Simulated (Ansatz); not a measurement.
CsCaH₃ (Pm-3m), PBEsol, rigid bands (Ansatz, an electronic-structure program): N_v = 1.55e20 cm⁻³ at 300 K and a hole conductivity mass of 0.889 mₑ.

Problem. For 1e17 holes per cm³ at 300 K, place the Fermi level, estimate the Seebeck coefficient of a parabolic band with constant τ, and give mobility and conductivity for τ = 50 fs.

Solution. The level lies k_BT ln(N_v/p) = 0.190 eV above the valence-band maximum. S ≈ +(k_B/e)[ln(N_v/p) + 5/2] = 848 μV/K, against 842 μV/K from the full bands (mean over directions). μ = eτ/m = 98.9 cm²/(V·s) and σ = peμ = 1.58 S/cm. τ is assumed, not computed.

Band transport and this doping are assumed; polarons and phonon drag are left out. Spin-orbit coupling is left out; where it splits the top of the valence band, N_v and the p-type Seebeck coefficient come out somewhat high without it.

Computed structure with no diffraction record at hand here (it may be known, metastable or hypothetical): CsCaH3 (Pm-3m).
